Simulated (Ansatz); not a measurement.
Gap of a Cl-capped Ge nanowire along [110], 8 atoms a period besides the caps at several levels, all on one geometry.

Levels: PBE (plane waves to 420 eV, PAW; Ansatz, an electronic-structure program); Ansatz with PBE with spin-orbit coupling; r2SCAN (plane waves to 500 eV, PAW; Ansatz); Ansatz with HSE06. Unmarked values and the geometry are of the first. Mesh 1×1×8. No spin polarisation. It repeats along c; a and b span vacuum. An idealised model, cut from the bulk lattice. Symmetry and one short period hold its shape; lower forms weren't sought. Values not marked SOC lack spin–orbit coupling. HSE06 ran on a 1×1×5 mesh and at PBE's edge points.

```csv
level,gap (eV)
PBE,0.74
PBE+SOC,0.74
r2SCAN,1.07
HSE06,?
```

Problem. Some entries are withheld; supply them.

Solution. 
- HSE06, gap (eV): 1.56
